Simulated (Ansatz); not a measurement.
Results of r²SCAN in Ansatz (PAW) for ZnO (model structure, started from the BN type, Pm-3n, No. 223, 12 atoms in the cell).

Settings: plane-wave cutoff 560 eV, 6×6×6 k mesh, Fermi–Dirac smearing 0.01 eV, scalar-relativistic PAW data made under PBE.

Cell (relaxed at this level):

```cif
data_O6Zn6
_chemical_formula_sum 'Zn6 O6'
_space_group_name_H-M_alt 'Pm-3n'
_space_group_IT_number 223
_space_group_name_Hall '-P 4n 2 3'
_cell_length_a 5.58006
_cell_length_b 5.58006
_cell_length_c 5.58006
_cell_angle_alpha 90.000
_cell_angle_beta 90.000
_cell_angle_gamma 90.000
loop_
_atom_site_label
_atom_site_type_symbol
_atom_site_symmetry_multiplicity
_atom_site_Wyckoff_symbol
_atom_site_fract_x
_atom_site_fract_y
_atom_site_fract_z
_atom_site_occupancy
Zn1 Zn 6 c 0.00000 0.50000 0.25000 1
O1 O 6 d 0.00000 0.25000 0.50000 1
```

### Question
What does this level give for the band gap?

### Answer

band gap: 1.38 eV (on the SCF k mesh)

Note: the relaxation could raise the start's symmetry but not lower it, so the cell can be a saddle point.

Static lattice: no zero-point or thermal effects.

It cost very roughly 2.6 core-minutes of CPU time.

A model structure was made by putting elements into a prototype or built by hand; it is no filed structure, need not be a known phase, and can be a saddle point held by its symmetry.

Ansatz is an electronic-structure program.
